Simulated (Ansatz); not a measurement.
Base system: Rh in the fcc (Cu type) structure (space group Fm-3m, No. 225; a = 3.755 Å; relaxed with 0.1 eV smearing). Axes: x, y, z lie along the cube axes.

Structures relaxed with LDA (Ansatz, a first-principles code; PAW; 420 eV plane waves; no spin-orbit coupling).

Base:

Simulated powder pattern, Mo Kα, λ = 0.71073 Å (kinematic, ideal powder, no thermal factors, no anomalous dispersion; the 8 strongest lines at most, above 2 %, up to 2θ = 40°):

| 2θ (°) | I/Imax (%) | hkl |
|---|---|---|
| 18.87 | 100 | (111) |
| 21.82 | 49 | (200) |
| 31.05 | 33 | (220) |
| 36.58 | 39 | (311) |
| 38.27 | 11 | (222) |

After one change:

Simulated powder pattern, Mo Kα, λ = 0.71073 Å (kinematic, ideal powder, no thermal factors, no anomalous dispersion; the 8 strongest lines at most, above 2 %, up to 2θ = 40°):

| 2θ (°) | I/Imax (%) |
|---|---|
| 18.66 | 100 |
| 19.09 | 94 |
| 21.83 | 96 |
| 31.06 | 43 |
| 36.25 | 26 |
| 36.47 | 13 |
| 36.71 | 12 |
| 36.95 | 24 |

**Question.** Name the change that was made.
(A) tensor shear ε_xy = +0.29 %
(B) tensor shear ε_xy = +1.71 %
(C) tensor shear ε_xy = +0.57 %
(D) tensor shear ε_xy = +0.86 %

**Answer.** B, tensor shear ε_xy = +1.71 %. Its volume per atom is 13.23 Å³ against 13.24 Å³, and its space group is Immm (No. 71).

The cells carry an imposed strain or load. Whether these cells are dynamically stable was not tested. All final runs are without spin polarisation.
